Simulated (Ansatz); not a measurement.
The structure below was relaxed with PBE (Ansatz, a quantum-chemistry and plane-wave program), scalar-relativistic without spin-orbit coupling, at pressure 0.9 GPa.

Space group P6₃mc (No. 186); a = b = 4.571 Å, c = 7.438 Å, α = β = 90.00°, γ = 120.00°

```csv
atom,site,symmetry,x,y,z
Mg,2b,3m.,0.6667,0.3333,0.4998
Te,2b,3m.,0.3333,0.6667,0.3762
```

**Question.** Write out a cell with all atoms.

**Answer.** 
```
MgTe
1.0
    4.57065     0.00000     0.00000
   -2.28533     3.95830     0.00000
    0.00000     0.00000     7.43776
Mg Te
2 2
Direct
  0.33333   0.66667   0.99977
  0.66667   0.33333   0.49977
  0.33333   0.66667   0.37623
  0.66667   0.33333   0.87623
```
This is the conventional cell.

Load acts through the strain it causes; cell and atoms are relaxed under it. No phonon test of stability was made. The cell was made from MgTe in the wurtzite structure (space group P6_3mc, No. 186) by this change: pressure 0.9 GPa.
